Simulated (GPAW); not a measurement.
GPAW run on SrTiO₃ (Pm-3m, 5 atoms in the cell): self-consistent single point.

Method: revPBE+U, GPAW PAW datasets revPBE (gpaw-data 1.0.1) (plane waves; GPAW).

```yaml
crystal:
  lattice:
    - [3.99369, 0.00000, 0.00000]
    - [0.00000, 3.99369, 0.00000]
    - [0.00000, 0.00000, 3.99369]
  atoms:
    - { symbol: Sr, position: [0.00000, 0.00000, 0.00000] }
    - { symbol: Ti, position: [0.50000, 0.50000, 0.50000] }
    - { symbol: O, position: [0.50000, 0.00000, 0.50000] }
    - { symbol: O, position: [0.00000, 0.50000, 0.50000] }
    - { symbol: O, position: [0.50000, 0.50000, 0.00000] }
```

Reference input (self-consistent single point, DFT revPBE, plane waves, GPAW PAW datasets revPBE (gpaw-data 1.0.1)): mode = pw; ecut = 900 eV; xc = revPBE; kpts = 4 4 4; mesh shift (steps) = 0 0 0; occupations.name = methfessel-paxton; occupations.width = 0.02 eV; occupations.order = 0; nbands = -4; convergence.density = 1e-05 e/electron; convergence.energy = 1e-05 eV/electron; convergence.bands = -2. This run's input differs from it in these lines:

```diff
@@ -17,2 +17,3 @@
             xc='revPBE',
+            setups={'Ti': ':d,5.0'},
             kpts={'size': (4, 4, 4), 'gamma': True},
```

The program printed (abridged):

```
     iter     time        total  log10-change:
                         energy   eigst   dens
iter:   1 --:--:--   -41.320279   +0.61
iter:   2 --:--:--   -39.291613   -0.28  -0.93
iter:   3 --:--:--   -34.362726   +0.27  -0.99
iter:   4 --:--:--   -34.460057   -0.32  -1.34
iter:   5 --:--:--   -34.991357   -0.99  -1.43
   [... 6 lines left out ...]
iter:  12 --:--:--   -34.630718   -2.78  -2.38
iter:  13 --:--:--   -34.629935   -2.76  -2.76
iter:  14 --:--:--   -34.629407   -3.37  -3.18
iter:  15 --:--:--   -34.629466   -3.53  -3.07
iter:  16 --:--:--   -34.629464c  -3.93  -3.30
iter:  17 --:--:--   -34.629357c  -4.10  -3.46
   [... lines left out ...]
iter:  19 --:--:--   -34.629394c  -4.90  -3.64
iter:  20 --:--:--   -34.629390c  -5.16  -3.63
   [... 5 lines left out ...]
iter:  26 --:--:--   -34.629385c  -5.20  -4.02
iter:  27 --:--:--   -34.629381c  -6.11  -4.16
iter:  28 --:--:--   -34.629381c  -6.61  -4.56
iter:  29 --:--:--   -34.629381c  -7.17  -4.76
iter:  30 --:--:--   -34.629381c  -7.61c -4.75
iter:  31 --:--:--   -34.629381c  -7.28  -4.78
iter:  32 --:--:--   -34.629382c  -7.74c -4.74
iter:  33 --:--:--   -34.629382c  -7.37  -4.78
iter:  34 --:--:--   -34.629382c  -7.27  -4.77
iter:  35 --:--:--   -34.629382c  -6.92  -4.76
iter:  36 --:--:--   -34.629382c  -7.79c -5.18c
Converged after 36 iterations.

Dipole moment: (-0.000009, -0.000009, -0.000009) |e|*Ang

Energy contributions relative to reference atoms: (reference = -115856.614496)

Kinetic:        +30.570029
Potential:      -36.027628
External:        +0.000000
XC:             -29.942481
Entropy (-ST):   +0.000000
Local:           +0.770699
SIC:             +0.000000
--------------------------
Free energy:    -34.629382
Extrapolated:   -34.629382

Showing only first 2 kpts
 Kpt  Band  Eigenvalues  Occupancy
  0    18      5.70191    2.00000
  0    19      5.70191    2.00000
  0    20      8.71326    0.00000
  0    21      8.71326    0.00000

  1    18      5.48686    2.00000
  1    19      5.48686    2.00000
  1    20      8.80207    0.00000
  1    21      9.61999    0.00000

Fermi level: 7.04684

Gap: 2.556 eV
Transition (v -> c):
   [... lines left out ...]
Direct gap: 3.011 eV
   [... lines left out ...]
Energy (eV): -34.629382

Forces in eV/Ang:
  0 Sr    0.00000    0.00000   -0.00000
  1 Ti   -0.00000   -0.00000   -0.00000
  2 O    -0.00000   -0.00000    0.00000
  3 O    -0.00000   -0.00000   -0.00000
  4 O     0.00000    0.00000    0.00000

Stress tensor:
     0.004092     0.000000     0.000000
     0.000000     0.004092     0.000000
     0.000000     0.000000     0.004092
Stress (GPa, Voigt): [0.6556 0.6556 0.6556 0.     0.     0.    ]
```

The run converged in 36 iterations. GPAW prints stress with tension positive. Against the reference run the gap on the mesh goes from 1.775 to 2.556 eV.

At such cutoffs GPAW's stress carries a finite-basis (Pulay) error, which enters relaxed cells too; its log prints stress with tension positive.

The starting cell comes from a database of computed structures (which also holds hypothetical and non-ambient phases and stackings), without a prior relaxation at this level. Its lattice was rescaled by a random factor within 2.5 % of one. Spin polarisation is off. The U value is a test value, and with U on an open shell several self-consistent states can exist.
